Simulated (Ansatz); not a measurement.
**ZnS: response to strain**

Consider ZnS in the wurtzite structure (space group P6_3mc, No. 186; a = 3.845 Å, c = 6.305 Å).

Strains are applied to the cell and any free atomic positions relax.

Calculations: Ansatz (a first-principles code), PBE, PAW, cutoff 420 eV, without spin-orbit coupling.

```csv
variant,band gap,electron mass,shortest interatomic distance
base,2.08 eV,"0.16 mₑ along c, 0.18 mₑ across (at Γ)",235.7 pm
isotropic strain +0.60 %,2.00 eV,"0.15 mₑ along c, 0.17 mₑ across (at Γ)",237.1 pm
isotropic strain +1.20 %,1.92 eV,"0.15 mₑ along c, 0.17 mₑ across (at Γ)",238.5 pm
isotropic strain +1.80 %,1.85 eV,"0.15 mₑ along c, 0.17 mₑ across (at Γ)",239.8 pm
isotropic strain +2.40 %,1.77 eV,"0.14 mₑ along c, 0.16 mₑ across (at Γ)",241.2 pm
isotropic strain +3.00 %,1.70 eV,"0.14 mₑ along c, 0.16 mₑ across (at Γ)",242.6 pm
```

Masses are band curvatures over ±0.01 Å⁻¹ around the edge. No phonon test of stability was made.
